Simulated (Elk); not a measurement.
Band structure of Al2Pt (Fm-3m, 3 atoms in the cell).

```
Al2Pt
1.0
    0.00000     2.98486     2.98486
    2.98486     0.00000     2.98486
    2.98486     2.98486     0.00000
Al Pt
2 1
Direct
  0.25000   0.25000   0.25000
  0.75000   0.75000   0.75000
  0.00000   0.00000   0.00000
```

Method: PBE, all-electron FP-LAPW, Elk's shipped species files, default APW+lo basis run with Elk.

Settings: xctype = 20; stype = 0; swidth = 0.00499791 Ha; ngridk = 7 7 7; rmtscf = 0.92; maxscl = 100.

The starting cell comes from a database of computed structures (which also holds hypothetical and non-ambient phases and stackings), without a prior relaxation at this level. Its lattice was rescaled by a random factor within 2.5 % of one. Spin-orbit coupling is off. Spin polarisation is off. Values depend on the basis (sphere radii, cutoffs, local orbitals), which need not be converged.

Levels in eV from the Fermi level, bands 21 to 28:
```tsv
point	21	22	23	24	25	26	27	28
Γ	-3.56	-3.56	2.68	3.88	3.88	3.88	5.24	5.24
X	-3.65	-3.31	-3.09	-1.54	-1.54	2.93	3.40	8.32
W	-3.66	-3.15	-2.71	-2.71	-0.85	5.08	5.08	6.24
K	-3.83	-3.51	-2.96	-1.95	-0.57	3.20	5.37	6.77
L	-3.59	-3.35	-3.35	1.04	1.04	3.72	5.05	5.05
U	-3.83	-3.51	-2.96	-1.95	-0.57	3.20	5.37	6.77
```

Bands cross the Fermi level along this path, so the cell is metallic at this level.
